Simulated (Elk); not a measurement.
A self-consistent single point of TaOs3 (Pm-3m, 4 atoms in the cell) with Elk.

Level of theory: PBEsol, spin-orbit coupling in second variation, all-electron FP-LAPW, Elk's shipped species files, APW+lo basis with extra local orbitals run with Elk 10.2.4.

```xyz
4
Lattice="3.9150 0.0000 0.0000 0.0000 3.9150 0.0000 0.0000 0.0000 3.9150" Properties=species:S:1:pos:R:3 pbc="T T T"
Ta     0.0000     0.0000     0.0000
Os     0.0000     1.9575     1.9575
Os     1.9575     0.0000     1.9575
Os     1.9575     1.9575     0.0000
```

Reference input (self-consistent single point, DFT, PBEsol, all-electron FP-LAPW, Elk's shipped species files, APW+lo basis with extra local orbitals): xctype = 22; rgkmax = 8; stype = 3; swidth = 0.00367493 Ha; ngridk = 7 7 7; gmaxvr = 16 1/bohr; nxlo = 2; lorbcnd = true; rmtscf = 0.88; lmaxi = 3. This run's input differs from it in these lines:

```diff
@@ -5,2 +5,5 @@
   22
+
+spinorb
+  .true.
 
@@ -23,2 +26,5 @@
   3
+
+nempty
+  10
```

Output (repeated stretches shortened):

```
│ Self-consistent loop started │
│ Loop number : 1 │
 total energy                :     -67457.3924459
 total moment                :  -0.2316453576E-21  0.4141188484E-22 -0.1761677236E-21
│ Loop number : 2 │
 total energy                :     -67458.2978711
 total moment                :   0.6969568231E-24 -0.1165175077E-21  0.1308692056E-21
RMS change in Kohn-Sham potential (target) :   0.1000502296     (  0.1000000000E-05)
Absolute change in total energy (target)   :   0.9054251644     (  0.1000000000E-03)
│ Loop number : 3 │
 total energy                :     -67459.4913205
   [... lines left out ...]
 total energy                :     -67452.9863540
 total moment                :  -0.1311838030E-21 -0.1542900716E-21 -0.1546029077E-21
RMS change in Kohn-Sham potential (target) :   0.1511822128E-05 (  0.1000000000E-05)
Absolute change in total energy (target)   :   0.3649389546E-03 (  0.1000000000E-03)
│ Loop number : 15 │
 total energy                :     -67452.9863656
 total moment                :   0.1859455926E-21 -0.3950477244E-21 -0.3148061047E-22
RMS change in Kohn-Sham potential (target) :   0.2954509829E-06 (  0.1000000000E-05)
Absolute change in total energy (target)   :   0.7962390373E-04 (  0.1000000000E-03)
Convergence targets achieved

│ Loop number : 16 │

Energies :
 Fermi                       :     0.542214292628
 xc effective B-field        :    -0.541705087318E-07
 external B-field            :      0.00000000000
 total energy                :     -67452.9864173
 (external B-field energy excluded from total)

Density of states at Fermi energy :    108.5504182
 (states/Hartree/unit cell)

Estimated indirect band gap :   0.6544761536E-03
 from k-point      6 to k-point     10
Estimated direct band gap   :   0.9447634067E-02
 at k-point     20

Charges :
 core                        :    184.0000000
 valence                     :    117.0000000
 interstitial                :    7.314552644
 muffin-tins (core leakage)
  species :    1 (Ta)
   atom    1                 :    70.82987737     (  0.2462048556E-05)
  species :    2 (Os)
   [... lines left out ...]
   atom    2                 :  -0.5705431576E-22  0.8258747216E-22 -0.1946413695E-22
   atom    3                 :   0.5705431576E-22  0.1946413695E-22 -0.8258747216E-22
 total in muffin-tins        :  -0.7862090247E-22  0.1845896422E-21 -0.6871092255E-22
 total moment                :  -0.3617060747E-21  0.2645563744E-21 -0.1299887643E-21

│ Self-consistent loop stopped │
```

The run converged in 16 iterations. The count includes the last loop, which Elk runs after its targets are met. 

The starting cell comes from a database of computed structures (which also holds hypothetical and non-ambient phases and stackings), without a prior relaxation at this level. Values depend on the basis (sphere radii, cutoffs, local orbitals), which need not be converged. The log's line on a gap gives a spacing of levels on this mesh, which the program prints for metals too.

Cost on one core of a shared machine: roughly 2 min.
